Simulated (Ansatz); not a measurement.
## What pressure 9 GPa does to Ta

The reference is Ta in the bcc (W type) structure (space group Im-3m, No. 229; a = 3.305 Å).

It is then changed as follows: a hydrostatic pressure of 9 GPa.

Computed with r2SCAN in Ansatz (plane waves to 500 eV, PAW, without spin-orbit coupling). k-mesh 20×20×20 (Γ-centred); smearing 0.05 eV (Fermi–Dirac).

* **Density**: 17.34 g/cm³ (base 16.65 g/cm³)
* **Lattice parameter a**: 3.260 Å (base 3.305 Å)
* **Shortest interatomic distance**: 2.824 Å (base 2.862 Å)
* **Enthalpy H = E + PV relative to the base's energy**: +0.99 eV/atom
* **Band gap**: zero (base zero)

Load acts through the strain it causes; cell and atoms are relaxed under it. Stability against distortions was not tested. No other phases were tried under pressure. The final runs are not spin-polarised.

Ansatz is an electronic-structure program.
